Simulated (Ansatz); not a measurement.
**Sc, response to strain**

Start from Sc in the hcp (Mg type) structure (space group P6_3/mmc, No. 194; a = 3.3179 Å, c = 5.1860 Å; relaxed with 0.1 eV smearing).

Strains are applied to the cell and any free atomic positions relax.

Method: PBE (Ansatz, a quantum-chemistry and plane-wave program, PAW, scalar-relativistic without spin-orbit coupling).

Notes on the quantities. energy relative to the base: free energy F.

| isotropic strain (%) | energy relative to the base (meV/atom) |
|---|---|
| -3 | 36.1 |
| -2.5 | 24.8 |
| -2 | 15.7 |
| -1 | 3.8 |
| -0.5 | ? |
| 0 | 0.0 |
| 2 | 14.2 |
| 2.5 | 22.0 |
| 3 | 31.2 |

### Question
Fit ΔE = Aε² + Bε³ (ε in %) to the rows shown and predict the withheld row.

### Answer
Least squares on the printed values gives A = 3.74 and B = -0.091 meV/atom (largest residual 0.0 meV/atom); this predicts 0.9 meV/atom, and the run gives 0.9 meV/atom, in agreement.

No phonon test of stability was made. The final runs are not spin-polarised.
